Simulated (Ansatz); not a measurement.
Base system: SnSe2 in the 2H-MoS2 type structure (space group P6_3/mmc, No. 194; a = 3.833 Å, c = 11.505 Å; a hypothetical phase, not in the database extracts checked; layered, stacked along the Cartesian z axis).

Structures relaxed with PBE-D3(BJ) in Ansatz (plane waves to 420 eV, PAW, no spin-orbit coupling), earlier PAW set.

Base:

Simulated powder pattern, Co Kα, λ = 1.79026 Å (kinematic, ideal powder, no thermal factors, no anomalous dispersion; the 8 strongest lines at most, above 2 %, up to 2θ = 90°):

| 2θ (°) | I/Imax (%) | hkl |
|---|---|---|
| 17.90 | 11 | (002) |
| 31.29 | 38 | (100) |
| 41.79 | 100 | (103) |
| 55.66 | 8.3 | (006) |
| 55.68 | 30 | (110) |
| 65.24 | 7.8 | (106) |
| 71.98 | 21 | (203) |
| 82.65 | 17 | (116) |

Modification: every Sn is replaced by Cd; the structure is relaxed again.

Question: Where do the lines fall after the change?

Answer: 
Simulated powder pattern, Co Kα, λ = 1.79026 Å (kinematic, ideal powder, no thermal factors, no anomalous dispersion; the 8 strongest lines at most, above 2 %, up to 2θ = 90°):

```csv
2θ (°),I/Imax (%),hkl
19.00,9.9,(002)
31.13,42,(100)
42.82,100,(103)
55.39,33,(110)
59.35,7.2,(006)
68.54,7.1,(106)
72.46,21,(203)
85.54,16,(116)
```

The indices refer to each structure's own conventional cell; one index is shown for lines that coincide.

Stability against distortions was not tested. As relaxed here, CdSe2 is a hypothetical phase, not in the database extracts checked. All final runs are without spin polarisation.

Ansatz is a program for electronic structure.
